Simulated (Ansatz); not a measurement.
**Sensitivity of a calculation on CuSe (P6_3/mmc, 12 atoms in the cell) to its settings**

```yaml
crystal:
  lattice:
    - [3.89366, 0.00000, 0.00000]
    - [-1.94683, 3.37201, 0.00000]
    - [0.00000, 0.00000, 17.24687]
  atoms:
    - { symbol: Cu, position: [0.66667, 0.33333, 0.46154] }
    - { symbol: Cu, position: [0.33333, 0.66667, 0.53846] }
    - { symbol: Cu, position: [0.33333, 0.66667, 0.96154] }
    - { symbol: Cu, position: [0.66667, 0.33333, 0.03846] }
    - { symbol: Cu, position: [0.33333, 0.66667, 0.75000] }
    - { symbol: Cu, position: [0.66667, 0.33333, 0.25000] }
    - { symbol: Se, position: [0.00000, 0.00000, 0.91024] }
    - { symbol: Se, position: [0.00000, 0.00000, 0.08976] }
    - { symbol: Se, position: [0.00000, 0.00000, 0.41024] }
    - { symbol: Se, position: [0.00000, 0.00000, 0.58976] }
    - { symbol: Se, position: [0.66667, 0.33333, 0.75000] }
    - { symbol: Se, position: [0.33333, 0.66667, 0.25000] }
```

Base run A: PBEsol, default PAW files made with PBE (Ansatz, a quantum-chemistry and plane-wave program), self-consistent single point.

Its settings: kpoints.mp_grid.grid = 6 6 2; hamiltonian.xc = pbesol; hamiltonian.pseudopotentials = {kind: paw} (the program's default PAW files); scf.occupations.method = methfessel_paxton; scf.occupations.width = 0.1 eV.

The starting cell comes from a database of computed structures (which also holds hypothetical and non-ambient phases and stackings), without a prior relaxation at this level. Its lattice was rescaled by a random factor within 2.5 % of one. Spin polarisation is off. Ansatz's pressure includes its estimate of the finite-basis (Pulay) stress. The run gives no clean gap (levels at the Fermi energy touch, overlap or are partly filled at this smearing), which alone does not show that the compound is a metal.

ΔF is the free energy per atom less that of run A. 

Runs:
- B: opposed starting moments (1 -1 1 -1 -1 1 0 0 0 0 0 0 μB); magnetization.spin_polarized: default → true
- C: scf.occupations.width: 0.1 eV → 0.3 eV
- D: crystal.symmetry.detect: default → false
- E: scf.occupations.method: methfessel_paxton → gaussian
- F: scf.convergence.dr2_threshold: default (1e-07 eV) → 0.001 eV
- G: scf.occupations.width: 0.1 eV → 0.025 eV
- H: scf.mixing.algorithm: default (the program chose MSR1) → anderson; scf.mixing.beta: default → 0.5
- I: scf.algorithm: default → direct_min
- J: scf.mixing.algorithm: default (the program chose MSR1) → msr1

```json
[
 {"run": "A", "ΔF (meV/atom)": "0.00", "pressure (GPa)": "-2.02", "largest force (eV/Å)": "0.048", "k-points": "14"},
 {"run": "B", "ΔF (meV/atom)": "0.00", "pressure (GPa)": "-2.02", "largest force (eV/Å)": "0.048", "k-points": "14"},
 {"run": "C", "ΔF (meV/atom)": "0.69", "pressure (GPa)": "-2.00", "largest force (eV/Å)": "0.061", "k-points": "14"},
 {"run": "D", "ΔF (meV/atom)": "0.00", "pressure (GPa)": "-2.02", "largest force (eV/Å)": "0.048", "k-points": "40"},
 {"run": "E", "ΔF (meV/atom)": "-1.66", "pressure (GPa)": "-1.99", "largest force (eV/Å)": "0.041", "k-points": "14"},
 {"run": "F", "ΔF (meV/atom)": "0.07", "pressure (GPa)": "-2.04", "largest force (eV/Å)": "0.048", "k-points": "14"},
 {"run": "G", "ΔF (meV/atom)": "0.15", "pressure (GPa)": "-2.02", "largest force (eV/Å)": "0.071", "k-points": "14"},
 {"run": "H", "ΔF (meV/atom)": "0.00", "pressure (GPa)": "-2.02", "largest force (eV/Å)": "0.048", "k-points": "14"},
 {"run": "I", "ΔF (meV/atom)": "0.00", "pressure (GPa)": "-2.02", "largest force (eV/Å)": "0.048", "k-points": "14"},
 {"run": "J", "ΔF (meV/atom)": "0.00", "pressure (GPa)": "-2.02", "largest force (eV/Å)": "0.048", "k-points": "14"}
]
```

Run E against A: The free energy drops by 1.7 meV/atom, the pressure moves little (-2.02 to -1.99 GPa) and the largest force goes from 0.048 to 0.041 eV/Å.

Run C against A: The free energy hardly moves (within 1 meV/atom), the pressure moves little (-2.02 to -2.00 GPa) and the largest force goes from 0.048 to 0.061 eV/Å.

Run G against A: The free energy is nearly the same (within 1 meV/atom), the pressure stays at -2.02 GPa and the largest force goes from 0.048 to 0.071 eV/Å.

Keys are those of Ansatz 0.2.
